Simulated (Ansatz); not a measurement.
The parent structure is GaN in the wurtzite structure (space group P6_3mc, No. 186; a = 3.183 Å, c = 5.186 Å).

The values are results of PBEsol (Ansatz, a first-principles code, PAW, no spin-orbit coupling), earlier PAW set, not measurements.

Its conduction minimum is a single valley at Γ with mass 0.17 mₑ.

The change: 0.318 electrons added to each cell, a density of 7.0×10^21 cm⁻³, with a uniform compensating background at fixed cell and a 300 K Fermi–Dirac width.

Problem. Where would a parabolic band put the Fermi level, and where does the calculation put it?

Solution. k_F = (3π²n)^(1/3) = 0.592 Å⁻¹, so ħ²k_F²/2m = 8.0 eV above the band edge at zero temperature. The calculation gives 2.35 eV (to 0.05 eV): the band is strongly non-parabolic or higher valleys fill at this density.

Charged cell with a jellium background: band edges are those of the host's band count, energies are not comparable with the neutral cell, and many-body gap narrowing is missing. The levels and masses belong to the bands next to the band gap. Masses are band curvatures over ±0.01 Å⁻¹ around the edge. No phonon test of stability was made.
